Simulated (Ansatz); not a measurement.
Defect: Si-vacancy pair (Si on one host Ag site, one Ag site vacant) in fcc Ag, neutral cell. Calculation: PBE, PAW (plane waves to 420 eV; Ansatz, a first-principles code).

32-site cell at the relaxed PBE lattice, a 2×2×2 k-point mesh shifted by half a step, smearing 0.10 eV, spin-restricted, no finite-size correction. Static, classical nuclei. Forms of the defect that were not tried may lie lower.

Barriers: single points on a 4×4×4 k-point mesh shifted by half a step at the bands' geometries.

Relaxed starting cell (atoms counted from 1):

```
Ag30Si
1.0
    8.29686     0.00000     0.00000
    0.00000     8.29686     0.00000
    0.00000     0.00000     8.29686
Si Ag
1 30
Direct
  0.99957   0.00278   0.00338
  0.99913   0.00290   0.50138
  0.99924   0.50119   0.00342
  0.99908   0.50221   0.50264
  0.49913   0.00303   0.00314
  0.49889   0.00167   0.49773
  0.49895   0.49712   0.00191
  0.49900   0.50070   0.50115
  0.99912   0.24937   0.75105
  0.99886   0.75040   0.24971
  0.99899   0.75801   0.75831
  0.49909   0.24891   0.24937
  0.49895   0.24967   0.75482
  0.49946   0.75455   0.25014
  0.49911   0.75195   0.75226
  0.23597   0.00525   0.24739
  0.24864   0.00152   0.75196
  0.24620   0.49837   0.25050
  0.24847   0.49926   0.75344
  0.76291   0.00573   0.24677
  0.74955   0.00150   0.75227
  0.75181   0.49832   0.25055
  0.74951   0.49936   0.75319
  0.23526   0.24621   0.00618
  0.24615   0.25027   0.49879
  0.24862   0.75219   0.00193
  0.24855   0.75274   0.49999
  0.76275   0.24676   0.00584
  0.75189   0.24999   0.49884
  0.74943   0.75170   0.00174
  0.74962   0.75284   0.49997
```

End state 1 differs by these moves (Å; atoms that move under 0.08 Å are left out):

```json
[
 {"atom": "1", "element": "Si", "Δx": "-0.01", "Δy": "2.04", "Δz": "2.04"},
 {"atom": "4", "element": "Ag", "Δx": "0.00", "Δy": "-0.07", "Δz": "-0.07"},
 {"atom": "11", "element": "Ag", "Δx": "0.00", "Δy": "-0.07", "Δz": "-0.07"}
]
```

Task: Estimate the forward and backward barriers to end state 1 that PBE, PAW returns for this input.

Result: forward 0.35 eV, backward 0.35 eV; at the saddle point atom 1 has neighbours 4 Ag at 2.55, 2 Ag at 3.22, 2 Ag at 3.24 Å. The saddle point's order was not checked, and it lies on a symmetry element of the cell, where a band can be held.
